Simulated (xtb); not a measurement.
xtb 6.7.1, GFN1-xTB: Sn(Et)2(OH)(OMe) (C[CH2][Sn]([OH])([CH2]C)[O]C), 22 atoms. The geometry is a generated start, not checked to be a minimum at this level.

```
Item                       Value
-----------------  -------------
run flags                 --grad
method                  GFN1-xTB
--acc                1 (default)
--etemp (K)        300 (default)
basis functions               66
valence electrons             50
```

```xyz
22

C      3.0696    -0.8668    -0.2857
C      1.8384    -1.5354     0.2807
Sn    -0.0243    -0.2683     0.1604
O     -0.7973    -0.0688     2.0213
C     -0.1075     1.7489    -0.8663
C     -0.9711     2.7489    -0.1326
O     -1.4478    -1.4301    -0.7024
C     -2.7138    -1.6885    -0.1599
H      2.9571    -0.6702    -1.3467
H      3.2821     0.0746     0.2193
H      3.9314    -1.5188    -0.1493
H      1.6006    -2.4489    -0.2581
H      1.9617    -1.7665     1.3369
H     -0.2369     0.3619     2.6641
H      0.9164     2.1008    -0.9694
H     -0.5089     1.5286    -1.8531
H     -0.5199     3.0433     0.8104
H     -1.9546     2.3346     0.0749
H     -1.1012     3.6400    -0.7450
H     -3.3302    -0.7893    -0.1027
H     -3.1946    -2.4022    -0.8331
H     -2.6494    -2.1281     0.8364
```

One run each on 1 thread. Values of broydamp tried: 0.02, 0.05, 0.1, 0.2, 0.4 (default), 0.6, 0.8, 1.

Question: Predict the course of the SCC iterations along this series.

Answer: Fewest SCC iterations, within one of each other: 0.4 (default) with 11, 0.6 with 11. The count rises to 21 at 0.02. All converge to one solution.

```json
[
 {"broydamp": "0.02", "SCC iterations": "21", "end": "same solution"},
 {"broydamp": "0.05", "SCC iterations": "20", "end": "same solution"},
 {"broydamp": "0.1", "SCC iterations": "18", "end": "same solution"},
 {"broydamp": "0.2", "SCC iterations": "13", "end": "same solution"},
 {"broydamp": "0.4 (default)", "SCC iterations": "11", "end": "same solution"},
 {"broydamp": "0.6", "SCC iterations": "11", "end": "same solution"},
 {"broydamp": "0.8", "SCC iterations": "13", "end": "same solution"},
 {"broydamp": "1", "SCC iterations": "14", "end": "same solution"}
]
```
